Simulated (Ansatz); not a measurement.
The reference is Al in the fcc (Cu type) structure (space group Fm-3m, No. 225; a = 3.984 Å; relaxed with 0.1 eV smearing). Axes: x, y, z lie along the cube axes.

Calculations: Ansatz (a program for electronic structure), LDA, PAW, cutoff 420 eV, no spin-orbit coupling.

Strains are applied to the cell and any free atomic positions relax; under biaxial strain the out-of-plane vector relaxes too.

One change was made to it. Results:

| quantity | base | after |
|---|---|---|
| pressure (mean of the normal stresses, compression positive) | 0.0 GPa | -0.3 GPa |
| shortest interatomic distance | 2.817 Å | 2.816 Å |

Problem. Which change produced these results?
(A) biaxial strain −2.00 %, plane normal [001], relaxed out of plane
(B) biaxial strain +0.50 %, plane normal [001], relaxed out of plane
(C) biaxial strain +3.00 %, plane normal [001], relaxed out of plane
(D) biaxial strain +1.50 %, plane normal [001], relaxed out of plane
(E) biaxial strain −1.50 %, plane normal [001], relaxed out of plane

Solution. B, biaxial strain +0.50 %, plane normal [001], relaxed out of plane. For comparison, the pressure in the other runs: biaxial strain −2.00 %, plane normal [001], relaxed out of plane gives 1.7 GPa; biaxial strain −1.50 %, plane normal [001], relaxed out of plane gives 1.2 GPa; biaxial strain +3.00 %, plane normal [001], relaxed out of plane gives -2.0 GPa; biaxial strain +1.50 %, plane normal [001], relaxed out of plane gives -1.0 GPa.

Stability against distortions was not tested.
